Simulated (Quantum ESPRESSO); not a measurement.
A self-consistent single point of a defect of Al (1 atoms in the cell) with Quantum ESPRESSO.

Method: PBEsol, PseudoDojo standard norm-conserving (PBESOL) pseudopotentials (plane waves; Quantum ESPRESSO).

The change in words: 2 x 1 x 1 supercell, one Al atom taken out, nothing relaxed; K_POINTS: automatic 14 14 14 0 0 0 → automatic 7 14 14 0 0 0. Reference geometry:
```
CELL_PARAMETERS angstrom
      0.00000     2.03107     2.03107
      2.03107     0.00000     2.03107
      2.03107     2.03107     0.00000
ATOMIC_POSITIONS crystal
  Al 0.00000 0.00000 0.00000
```

Reference input (self-consistent single point, DFT, PBEsol, plane waves, PseudoDojo standard norm-conserving (PBESOL) pseudopotentials): ecutwfc = 40 Ry; occupations = smearing; smearing = gaussian; degauss = 0.0073499 Ry; potentials = {Al: Al.upf}; K_POINTS = automatic 14 14 14 0 0 0; conv_thr = 1e-10 Ry. This run's input differs from it in these lines:

```diff
@@ -23,7 +23,7 @@
 ATOMIC_POSITIONS angstrom
-Al    0.00000000    0.00000000    0.00000000
+Al    0.00000000    2.03107500    2.03107500
 K_POINTS automatic
-14 14 14  0 0 0
+7 14 14  0 0 0
 CELL_PARAMETERS angstrom
-   0.00000000     2.03107500     2.03107500
+   0.00000000     4.06215000     4.06215000
    2.03107500     0.00000000     2.03107500
```

The program printed (abridged):

```
     Self-consistent Calculation

     iteration #  1     ecut=    40.00 Ry     beta= 0.70

---- Real-time Memory Report at c_bands before calling an iterative solver
            57 MiB given to the printing process from OS
            25 MiB allocation reported by mallinfo(arena+hblkhd)
------------------

     Threshold (ethr) on eigenvalues was too large:
     Diagonalizing with lowered threshold

---- Real-time Memory Report at c_bands before calling an iterative solver
            57 MiB given to the printing process from OS
            26 MiB allocation reported by mallinfo(arena+hblkhd)
------------------

   [... lines left out ...]

---- Real-time Memory Report at c_bands before calling an iterative solver
            63 MiB given to the printing process from OS
            28 MiB allocation reported by mallinfo(arena+hblkhd)
------------------

     total energy              =      -4.57664629 Ry
     estimated scf accuracy    <          6.7E-10 Ry

     iteration #  7     ecut=    40.00 Ry     beta= 0.70

---- Real-time Memory Report at c_bands before calling an iterative solver
            63 MiB given to the printing process from OS
            28 MiB allocation reported by mallinfo(arena+hblkhd)
------------------
     End of self-consistent calculation

     the Fermi energy is     1.9430 ev

!    total energy              =      -4.57664629 Ry
     estimated scf accuracy    <          4.7E-12 Ry
     smearing contrib. (-TS)   =      -0.00031475 Ry
     internal energy E=F+TS    =      -4.57633155 Ry

     convergence has been achieved in   7 iterations

     Forces acting on atoms (cartesian axes, Ry/au):

     atom    1 type  1   force =     0.00000000    0.00000000    0.00000000

     Total force =     0.000000     Total SCF correction =     0.000000

          total   stress  (Ry/bohr**3)                   (kbar)     P=      -54.36
  -0.00036952  -0.00008484  -0.00008484          -54.36      -12.48      -12.48
  -0.00008484  -0.00036952   0.00008484          -12.48      -54.36       12.48
  -0.00008484   0.00008484  -0.00036952          -12.48       12.48      -54.36

   JOB DONE.
```

The run converged in 7 iterations. Against the reference run the free energy rises by 853 meV/atom.

The starting cell has typed, rounded lattice constants, without a prior relaxation at this level. Its lattice was rescaled by up to half a per cent.
